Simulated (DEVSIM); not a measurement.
Device: Schottky contact on n-type Si, at 300 K.

```csv
layer (left to right),material,thickness (μm),Nd (cm⁻³),τn (s),τp (s)
1,Si,0.530,7.9e15,1.1e-5,1.1e-5
```

Left contact: Schottky, work function 4.81 eV, emission velocity 1.1e7 cm/s. Right contact: ohmic. Voltage is applied to the left contact. Recombination: SRH at mid-gap, radiative, Auger. Mobility is constant in doping. Where it depends on doping, it is μmin + (μ − μmin)/(1 + (N/Nref)^α).

Constants are typed, rounded textbook-type inputs, not results; the design itself was drawn at random and stands for no fabricated device. Values at 300 K. The table also holds parameters that only a changed run uses.

```csv
parameter,Si
gap (eV),1.124
affinity (eV),4.05
permittivity,11.7
Nc (cm⁻³),2.86e19
Nv (cm⁻³),3.1e19
μn (cm²/Vs),1417
μp (cm²/Vs),470
"μn,min",52
"μp,min",45
"Nref,n",9.7e16
"Nref,p",2.2e17
αn,0.68
αp,0.72
B (cm³/s),4.7e-15
Cn (cm⁶/s),2.8e-31
Cp (cm⁶/s),9.9e-32
```

Simulated with DEVSIM: 1D drift-diffusion, Boltzmann statistics, complete ionisation; no tunnelling, impact ionisation, image-force lowering or self-heating. Metal contacts follow the ideal Schottky-Mott rule: no Fermi-level pinning, no interface dipoles.

Base results: dark forward voltage at 1 A/cm² (V) 0.310; potential step across the device at zero bias (V) 0.548; largest field in the device at zero bias (V/cm) 36000; dark forward voltage at 100 A/cm² (V) 0.437.

Question: What follows from this one change: metal work function 4.81 → 4.66 eV?

Answer: dark forward voltage at 1 A/cm² 0.310 → 0.160 V; potential step across the device at zero bias 0.548 → 0.398 V; largest field in the device at zero bias 36000 → 30000 V/cm; dark forward voltage at 100 A/cm² 0.437 → 0.287 V.

Question: What follows from this one change: doping Nd of layer 1 7.9e+15 → 7.9e+16 cm^-3?

Answer: dark forward voltage at 1 A/cm² 0.310 → 0.304 V; potential step across the device at zero bias 0.548 → 0.608 V; largest field in the device at zero bias 36000 → 120000 V/cm; dark forward voltage at 100 A/cm² 0.437 → 0.424 V.
